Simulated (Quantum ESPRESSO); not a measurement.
Checking a run of Quantum ESPRESSO on KCl (Fm-3m, 2 atoms in the cell). The aim is a self-consistent single point with DFT, PBE, plane waves, PSlibrary PAW (PBE, semicore) pseudopotentials.

Cell that was meant: a = 4.5024 Å, b = 4.5024 Å, c = 4.5024 Å, α = 60.00°, β = 60.00°, γ = 60.00°.

Part of the input:

```fortran
   nbnd = 16,
/
&ELECTRONS
   conv_thr = 1.0d-2,
   mixing_beta = 0.4,
/
ATOMIC_SPECIES
```

The program printed (abridged):

```
     file K.pbe-spn-kjpaw_psl.1.0.0.UPF: wavefunction(s)  3S renormalized
   [... lines left out ...]
        k(    1) = (   0.0000000   0.0000000   0.0000000), wk =   0.0058309
        k(    2) = (  -0.1428571   0.1428571  -0.1428571), wk =   0.0466472
        k(    3) = (  -0.2857143   0.2857143  -0.2857143), wk =   0.0466472
   [... 17 lines left out ...]

     Dense  grid:    48119 G-vectors     FFT dimensions: (  54,  54,  54)

     Smooth grid:    20827 G-vectors     FFT dimensions: (  40,  40,  40)

     Initial potential from superposition of free atoms

     starting charge      15.9817, renormalised to      16.0000
     Self-consistent Calculation

     iteration #  1     ecut=    50.00 Ry     beta= 0.40

---- Real-time Memory Report at c_bands before calling an iterative solver
           199 MiB given to the printing process from OS
            49 MiB allocation reported by mallinfo(arena+hblkhd)
------------------

     Threshold (ethr) on eigenvalues was too large:
     Diagonalizing with lowered threshold

---- Real-time Memory Report at c_bands before calling an iterative solver
           214 MiB given to the printing process from OS
            87 MiB allocation reported by mallinfo(arena+hblkhd)
------------------

     total energy              =    -192.61987396 Ry
     estimated scf accuracy    <       0.07307220 Ry

     iteration #  2     ecut=    50.00 Ry     beta= 0.40

---- Real-time Memory Report at c_bands before calling an iterative solver
           241 MiB given to the printing process from OS
            91 MiB allocation reported by mallinfo(arena+hblkhd)
------------------
     End of self-consistent calculation

     highest occupied, lowest unoccupied level (ev):     0.4401    5.4394

!    total energy              =    -192.63140265 Ry
     estimated scf accuracy    <       0.00503307 Ry

      -> PAW hartree energy AE =      54.51753672 Ry
      -> PAW hartree energy PS =     -54.20722854 Ry
      -> PAW xc energy AE      =    -121.55740191 Ry
      -> PAW xc energy PS      =      16.40574893 Ry
      -> total E_H with PAW    =      20.69027966 Ry
      -> total E_XC with PAW   =    -123.38287006 Ry

     convergence has been achieved in   2 iterations

     Forces acting on atoms (cartesian axes, Ry/au):

     atom    1 type  1   force =     0.00000000    0.00000000   -0.00000000
   [... lines left out ...]

     Total force =     0.000000     Total SCF correction =     0.000000

          total   stress  (Ry/bohr**3)                   (kbar)     P=        9.82
   0.00006675   0.00000000   0.00000000            9.82        0.00        0.00
   0.00000000   0.00006675   0.00000000            0.00        9.82        0.00
   0.00000000   0.00000000   0.00006675            0.00        0.00        9.82

   JOB DONE.
```

**Question.** Is anything amiss in this input, and did it matter?

**Answer.** The run is not sound. The fault is a convergence threshold that is too loose. A loop that stops early leaves an energy error of second order in the density error, but errors of first order in forces and stress. To fix it, tighten the threshold. The run converged in 2 iterations without an error; against the sound input the free energy goes up by 4.4 meV/atom, the pressure goes from -0.01 to 0.98 GPa and the gap on the mesh goes from 5.069 to 4.999 eV.

The sound input it was made from differs as follows (other fixes are possible):
```diff
-   conv_thr = 1.0d-2,
+   conv_thr = 1.0d-10,
```

With that input, the run converged in 9 iterations: free energy E − TS -2620.8926 eV; top of the valence band (on the code's own zero) 0.67 eV; gap on the k-point mesh 5.07 eV; pressure -0.01 GPa (DFT, PBE, plane waves, PSlibrary PAW (PBE, semicore) pseudopotentials).

On the sound input: the starting cell comes from a database of computed structures (which also holds hypothetical and non-ambient phases and stackings), without a prior relaxation at this level. Its lattice was rescaled by a random factor within 2.5 % of one.
